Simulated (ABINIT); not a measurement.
A self-consistent single point of Rb (Im-3m, 1 atom in the cell) with ABINIT.

Level of theory: PBEsol, PAW (JTH v2.0 PBE PAW, files made for PBE) (plane waves; ABINIT).

```xyz
1
Lattice="-2.7826 2.7826 2.7826 2.7826 -2.7826 2.7826 2.7826 2.7826 -2.7826" Properties=species:S:1:pos:R:3 pbc="T T T"
Rb     0.0000     0.0000     0.0000
```

Reference input (self-consistent single point, DFT, PBE, plane waves, PAW (JTH v2.0 PBE PAW)): pseudos = [Rb.GGA_PBE-JTH.xml]; ecut = 20 Ha; pawecutdg = 40 Ha; occopt = 7; tsmear = 0.272 eV; ngkpt = 11 11 11; nshiftk = 1; shiftk = 0 0 0; potentials = JTH v2.0 PBE PAW; nband = 10; kptopt = 1; nstep = 50. This run's input differs from it in these lines:

```diff
@@ -15,2 +15,3 @@
 pawecutdg 40
+ixc -116133
 occopt 7
```

Output (repeated stretches shortened):

```
--- !BeginCycle
solver: {iscf: 17, nstep: 50, nline: 4, wfoptalg: 10, }
tolerances: {tolvrs: 1.00E-12, }
...

     iter   Etot(hartree)      deltaE(h)  residm     nres2
 ETOT  1  -24.340387891555    -2.434E+01 6.037E-02 9.914E-02
 ETOT  2  -24.367040308568    -2.665E-02 8.357E-03 7.235E-02
 ETOT  3  -24.366874189319     1.661E-04 4.059E-03 2.387E-02
 ETOT  4  -24.366823038583     5.115E-05 7.451E-04 1.122E-03
 ETOT  5  -24.366830419250    -7.381E-06 2.497E-04 5.778E-04
   [... 4 lines left out ...]
 ETOT 10  -24.366827853758     2.063E-11 1.871E-05 2.165E-10
 ETOT 11  -24.366827853757     8.988E-13 4.638E-06 5.051E-12
 ETOT 12  -24.366827853757    -4.832E-13 7.752E-06 1.004E-12
 ETOT 13  -24.366827853757     4.547E-13 1.890E-06 1.751E-13
 At SCF step   13       nres2   =  1.75E-13 < tolvrs=  1.00E-12 =>converged.

 Cartesian components of stress tensor (hartree/bohr^3)
  sigma(1 1)= -4.51523973E-07  sigma(3 2)=  0.00000000E+00
  sigma(2 2)= -4.51523973E-07  sigma(3 1)=  0.00000000E+00
  sigma(3 3)= -4.51523973E-07  sigma(2 1)=  0.00000000E+00

 ----iterations are completed or convergence reached----

 reduced coordinates (array xred) for    1 atoms
       0.000000000000      0.000000000000      0.000000000000
 cartesian forces (eV/Angstrom) at end:
    1     -0.00000000000000    -0.00000000000000    -0.00000000000000
 frms,max,avg= 0.0000000E+00 0.0000000E+00   0.000E+00  0.000E+00  0.000E+00 e/A
 length scales=  9.107814507300  9.107814507300  9.107814507300 bohr
              =  4.819647857329  4.819647857329  4.819647857329 angstroms
   [... lines left out ...]
 Fermi (or HOMO) energy (hartree) =  -0.00651   Average Vxc (hartree)=  -0.21105
 Fermi (or HOMO) energy (eV) =  -0.17704   Average Vxc (eV)=  -5.74304
   [... lines left out ...]
'-kT*entropy'       : -1.17415074057135E-03
total_energy        : -2.43668277150649E+01
total_energy_eV     : -6.63055102405117E+02
...

-Cartesian components of stress tensor (GPa)         [Pressure=  1.3284E-02 GPa]
- sigma(1 1)= -1.32842917E-02  sigma(3 2)=  0.00000000E+00
- sigma(2 2)= -1.32842917E-02  sigma(3 1)=  0.00000000E+00
- sigma(3 3)= -1.32842917E-02  sigma(2 1)=  0.00000000E+00

 Calculation completed.
```

The run converged in 13 iterations. 

The starting cell has typed, rounded lattice constants, without a prior relaxation at this level. Its lattice was rescaled by a random factor within 2.5 % of one. The potentials were made for another functional than the one used.

These are the values that this program gave, and no reference: the one-centre exchange-correlation terms come from a truncated expansion.

Cost on one core of a shared machine: roughly 80 s.
